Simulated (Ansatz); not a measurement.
HfO2 (P4₂/mnm, No. 136, 6 atoms in the cell; start mp-776532; a measured phase of this formula has another space group) was calculated with LDA (plane waves, PAW; Ansatz, a program for electronic structure).

Run with plane-wave cutoff 520 eV, 8×8×10 k mesh (along the axes of the cell as run), Fermi–Dirac smearing 0.01 eV, scalar-relativistic PAW data made under PBE.

Cell (relaxed at this level):

```
HfO2
1.0
    4.78914     0.00000     0.00000
    0.00000     4.78914     0.00000
    0.00000     0.00000     3.18605
Hf O
2 4
Direct
  0.00000   0.00000   0.00000
  0.50000   0.50000   0.50000
  0.19510   0.80490   0.50000
  0.80490   0.19510   0.50000
  0.69510   0.69510   0.00000
  0.30490   0.30490   0.00000
```

What does this level give for the band gap and bulk modulus B0?


- band gap: 3.88 eV (on the SCF k mesh)
- bulk modulus B0: 234 GPa

Note: the relaxation could not lower the start's symmetry, so the cell can be a saddle point above a distorted one; the bulk modulus is −V dP/dV from two relaxed cells at ±2 % in volume.

Spin–orbit coupling is not included.

Static lattice: no zero-point or thermal effects.

A start named mp-… is a Materials Project structure, which need not be a measured phase.
